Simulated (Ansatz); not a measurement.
Data:

End structure of the (30-31) surface of hcp Cd in its 1x1 cell, outermost plane spacing 0.43 Å in the ideal cut:

```xyz
26
Lattice="3.0350 0.0000 0.0000 -1.5175 17.3382 0.0000 0.0000 0.0000 27.0000" Properties=species:S:1:pos:R:3 pbc="T T T"
Cd    -0.0013    13.2075     9.0246
Cd     1.5158    10.7248     9.2415
Cd     1.5165     0.8665     9.0562
Cd     1.5163    15.7037     8.8746
Cd     1.5156     5.8465     9.8209
Cd    -0.0012     3.3401     9.5165
Cd     1.5185    12.7120    11.8507
Cd    -0.0023     8.3572     9.9895
Cd    -0.0006     1.0319    11.9811
Cd     0.0000    15.5675    11.7227
Cd    -0.0017     6.6206    12.6443
Cd     1.5162     3.8127    12.3931
Cd     0.0036    11.7880    14.4790
Cd     1.5139     9.6030    12.5210
Cd     1.5188     0.2401    14.6069
Cd     1.5192    14.7704    14.3557
Cd     1.5175     5.8234    15.2773
Cd     0.0006     3.0209    15.0189
Cd     1.5198    13.0337    17.0105
Cd    -0.0010     8.6790    15.1493
Cd     0.0012     0.7126    17.4835
Cd     0.0019    15.5444    17.1791
Cd     0.0012     5.6872    18.1255
Cd     1.5185     3.1862    17.9438
Cd     0.0018    10.6661    17.7585
Cd     1.5188     8.1835    17.9754
```

Set-up: 26 atoms, 10.8 Å thick at the start; mesh 12x3x1; 0.1 eV smearing; dipole correction on; single point; on the structure that PBE left under its start's symmetry; no spin, no spin-orbit, no U.

Problem. What surface energy (mean of both faces) does r2SCAN, at the PBE geometry (Ansatz, a first-principles code) give?

Solution. 0.33 J/m^2

Problem. Give the work function of the top face at the level r2SCAN, at the PBE geometry.

Solution. 3.91 eV
